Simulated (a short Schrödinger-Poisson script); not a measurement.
# Symmetric double-gate stack, SiO2 on p-type InP

Structure: symmetric double-gate stack, SiO2 on p-type InP, at 300 K.

```tsv
layer	material	thickness (nm)	Na (cm⁻³)
1	SiO2	2	-
2	InP	10	5e15
3	SiO2	2	-
```

The device is made up for the run: typed textbook-type constants, with dimensions and the other settings drawn at random. SiO2: permittivity 3.9, conduction-band edge (eV) 3.48, gap (eV) 9, electron mass (mₑ) 0.5. InP: permittivity 12.5, conduction-band edge (eV) 0, gap (eV) 1.344, Nv at 300 K (cm⁻³) 1.1e19.

Channel valleys (confinement mass, in-plane density-of-states mass, number): Γ 0.08, 0.08, 1. At the gates, both at one voltage, the conduction-band edge of layer 1 lies 3.5 eV − eVg above the Fermi level of the channel. Gaps are held at their typed values at every temperature. Mesh 0.03 nm at interfaces.

From a short Schrödinger-Poisson script (our own, NumPy): 1D Poisson equation in equilibrium, electrons quantum, Hartree (BenDaniel-Duke, 12 states a valley, the channel's in-plane mass for all, wave functions ending at the dielectric), parabolic valleys, classical holes, full ionisation, no traps, pinning or gate leakage.

| Vg (V) | electrons (cm⁻²) | C (μF/cm²) | Γ E0 (meV) | Γ E1 (meV) |
|---|---|---|---|---|
| -0.2 | 2.80e7 | < 0.003 | 267.3 | 408.3 |
| -0.1 | 1.34e9 | 0.00840 | 167.4 | 308.4 |
| 0 | 5.40e10 | 0.290 | 71.0 | 211.7 |
| 0.1 | 5.41e11 | 1.22 | 3.8 | 142.4 |
| 0.2 | 1.43e12 | 1.55 | -36.5 | 98.1 |
| 0.3 | 2.44e12 | 1.68 | -69.0 | 61.4 |
| 0.4 | 3.52e12 | 1.80 | -97.5 | 28.7 |
| 0.5 | 4.68e12 | 1.92 | -122.0 | 0.1 |
| 0.6 | 5.91e12 | 2.00 | -143.3 | -25.0 |
| 0.7 | 7.17e12 | 2.05 | -162.7 | -48.1 |
| 0.8 | 8.46e12 | 2.07 | -181.3 | -70.1 |
| 0.9 | 9.76e12 | 2.09 | -199.4 | -91.7 |
| 1 | 1.11e13 | 2.10 | -217.4 | -113.0 |
| 1.1 | 1.24e13 | 2.11 | -235.4 | -134.2 |
| 1.2 | 1.37e13 | 2.12 | -253.3 | -155.2 |
| 1.3 | 1.50e13 | 2.14 | -270.9 | -175.9 |
| 1.4 | 1.64e13 | 2.16 | -288.1 | -196.1 |
| 1.5 | 1.77e13 | 2.20 | -304.5 | -215.4 |

Gate voltages with under 1e6 electrons/cm² are left out.

Subbands count from the Fermi level. The capacitance is that of both gates.

Above a few 1e12 electrons/cm² a light Γ valley is non-parabolic and upper valleys begin to fill, which the model leaves out.
